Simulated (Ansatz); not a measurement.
Take WSe₂ in the 2H-MoS2 type structure (space group P6_3/mmc, No. 194; layered, stacked along the Cartesian z axis) as the base.

```xyz
6
Lattice="3.2995 0.0000 0.0000 -1.6498 2.8575 0.0000 0.0000 0.0000 13.1475" Properties=species:S:1:pos:R:3 pbc="T T T"
W      0.0000     1.9050     3.2869
W      1.6498     0.9525     9.8606
Se     0.0000     1.9050     8.1954
Se     1.6498     0.9525     1.6216
Se     1.6498     0.9525     4.9521
Se     0.0000     1.9050    11.5258
```

Level of theory: plane-wave PAW DFT at the r2SCAN+rVV10 level (Ansatz, a quantum-chemistry and plane-wave program, 500 eV), no spin-orbit coupling, earlier PAW set.

For the base:

The pressure is -0.01 GPa and the valence-band top at Γ is 0.00, -1.06, -1.29 eV. The band gap comes out as 1.12 eV and the gap character is indirect, Γ → k = (0.182, 0.182, 0) in the run's primitive reciprocal basis.

One thing is altered: an isotropic linear strain of +3.31 %; the atoms relax in the strained cell.

**Question.** What does the calculation give for the pressure, valence-band top at Γ, band gap, energy relative to the base, largest internal atomic displacement and gap character after the change?

**Answer.** The pressure (mean of the normal stresses, compression positive) falls by 5.17 GPa to -5.18 GPa; the valence-band top at Γ (three highest levels, from the VBM) goes from 0.00, -1.06, -1.29 eV to 0.00, -0.73, -1.36 eV; the band gap shrinks by 0.26 eV (1.12 eV → 0.86 eV); the energy rises by 37 meV/atom; the largest internal atomic displacement amounts to 0.089 Å; the gap character goes from indirect, Γ → k = (0.182, 0.182, 0) in the run's primitive reciprocal basis to indirect, Γ → K.

Spin-orbit coupling, missing from the scalar runs, can matter with W. Whether these cells are dynamically stable was not tested.
